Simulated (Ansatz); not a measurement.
Results of r²SCAN+rVV10 (plane waves, PAW; Ansatz, a first-principles code) for rock-salt NaH.

Run with plane-wave cutoff 560 eV, 12×12×12 k mesh, Fermi–Dirac smearing 0.01 eV, scalar-relativistic PAW data made under PBE.

A third-order Birch–Murnaghan fit to the energies gives V0 = 13.627 Å³/atom, B0 = 25.0 GPa, B′ = 3.8.

| V (Å³/atom) | P (GPa) |
|---|---|
| 12.815 | 1.724 |
| 13.088 | [?] |
| 13.361 | 0.512 |
| 13.633 | -0.012 |
| 13.906 | [?] |
| 14.179 | [?] |
| 14.451 | -1.315 |

Question: Estimate the withheld pressures from this fit; the answers are the runs' own values.

Answer: 
- 13.088, P (GPa): 1.089
- 13.906, P (GPa): -0.488
- 14.179, P (GPa): -0.921

The formula P = (3/2) B0 (x^(7/3) − x^(5/3)) [1 + (3/4)(B′ − 4)(x^(2/3) − 1)] with x = V0/V meets the computed pressures within 0.01 GPa when these rounded values are put in.

Measured, for comparison: bulk modulus 19.4 ± 2 GPa (room temperature, no zero-point or thermal correction; as tabulated in High-pressure studies of NaH to 54 GPa); equilibrium volume per atom 14.46 Å³/atom (room temperature, no zero-point or thermal correction; as tabulated in Thermodynamic Modeling of Hydrogen Storage Capacity in Mg-Na Alloys). Computed (rounded) less measured: bulk modulus +29 % (against room or unstated temperature, where such soft solids are markedly softer), equilibrium volume per atom -5.7 %.

Static lattice: no zero-point or thermal effects.

The result took about 50 core-seconds (a rough figure).
